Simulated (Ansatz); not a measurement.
Start from C (space group Ia-3, No. 206; a = 4.449 Å; a hypothetical phase, not in the database extracts checked).

Computed with PBEsol in Ansatz (plane waves to 420 eV, PAW, without spin-orbit coupling).

For the base:

| Property | Result |
|---|---|
| Gap between the host's bands | 2.30 eV |
| Gap character | direct at H |

Now apply this change: 0.308 holes added to each cell, a density of 7.0×10^21 cm⁻³, with a uniform compensating background at fixed cell and a 300 K Fermi–Dirac width.

Problem. What does the calculation give for the gap between the host's bands after the change?

Solution. The gap between the host's bands drops by 0.04 eV, from 2.30 eV to 2.26 eV.

Problem. What does the calculation give for the gap character after the change?

Solution. The gap character stays direct at H.

Problem. Estimate the effect on the Fermi level from band edge.

Solution. The Fermi level relative to the doped band's edge (positive inside the band; to 0.05 eV) is +0.95 eV.

Charged cell with a jellium background: band edges are those of the host's band count, energies are not comparable with the neutral cell, and many-body gap narrowing is missing. Whether these cells are dynamically stable was not tested.

Ansatz is a first-principles code.
